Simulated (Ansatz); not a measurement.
# How the bulk modulus B0 of Ni3Al (Fm-3m, No. 225; start mp-672232; another space group than a measured phase of this formula) moves with the method

No measured value is used here.

| level (code) | value (GPa) | cell (Å³/atom) |
|---|---|---|
| LDA (Ansatz) | ___ | 10.60 |
| PBEsol (Ansatz) | 201 | 10.96 |
| r²SCAN (Ansatz) | 201 | 11.00 |

Problem. Some entries are withheld; supply them.

Solution. 
- LDA (Ansatz, a program for electronic structure), value (GPa): 219

The crystal itself was run without spin with LDA, PBEsol, r²SCAN. LDA, PBEsol, r²SCAN: the run has no spin polarisation, so it can have missed a magnetic state. LDA, PBEsol, r²SCAN: the bulk modulus is −V dP/dV from two relaxed cells at ±2 % in volume. LDA, PBEsol, r²SCAN: the relaxation could not lower the start's symmetry, so the cell can be a saddle point above a distorted one. Each level is taken at its own relaxed cell. Cutoffs differ between the levels. Ansatz's density-functional and Hartree–Fock values are scalar-relativistic unless marked +SOC, with PAW data made under PBE.

A start named mp-… is a Materials Project structure, which can be a computed phase never made.
